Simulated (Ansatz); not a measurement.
**HfS2: pressure series**

Take HfS$_{2}$ in the CdI2 type structure (space group P-3m1, No. 164; a = 3.548 Å, c = 5.577 Å; layered, stacked along the Cartesian z axis) as the base.

Cell and atoms are relaxed at each pressure.

Level of theory: PBEsol-D3(BJ) (Ansatz, a quantum-chemistry and plane-wave program), no spin-orbit coupling.

Notes on the quantities. enthalpy: H = E + PV relative to the base's energy.

```
variant           band gap  c/a ratio  shortest interatomic distance       enthalpy
----------------  --------  ---------  -----------------------------  -------------
base               0.45 eV      1.572                        2.516 Å              –
pressure −2 GPa    0.80 eV      1.622                        2.528 Å  -0.26 eV/atom
pressure −1 GPa    0.60 eV      1.589                        2.522 Å  -0.13 eV/atom
pressure 1.8 GPa   0.24 eV      1.554                        2.506 Å  +0.22 eV/atom
pressure 4.2 GPa      zero      1.542                        2.494 Å  +0.51 eV/atom
pressure 9 GPa        zero      1.534                        2.474 Å  +1.06 eV/atom
pressure 18 GPa       zero      1.544                        2.442 Å  +2.02 eV/atom
pressure 30 GPa       zero      1.578                        2.410 Å  +3.19 eV/atom
pressure 45 GPa       zero      1.621                        2.381 Å  +4.53 eV/atom
pressure 60 GPa       zero      1.661                        2.360 Å  +5.77 eV/atom
```

The mesh was chosen for an insulator and is coarse for the gapless case. With Hf present, leaving out spin-orbit coupling can change the band edges. Load acts through the strain it causes; cell and atoms are relaxed under it. No phonon test of stability was made. No other phases were tried under pressure. All final runs are without spin polarisation. Gaps under 0.05 eV, about the width of the smearing, are given as zero. A zero or small gap of HfS2 under pressure 1.8 GPa, HfS2 under pressure 4.2 GPa, HfS2 under pressure 9 GPa and HfS2 under pressure 18 GPa can be the functional's error rather than a property of the material.
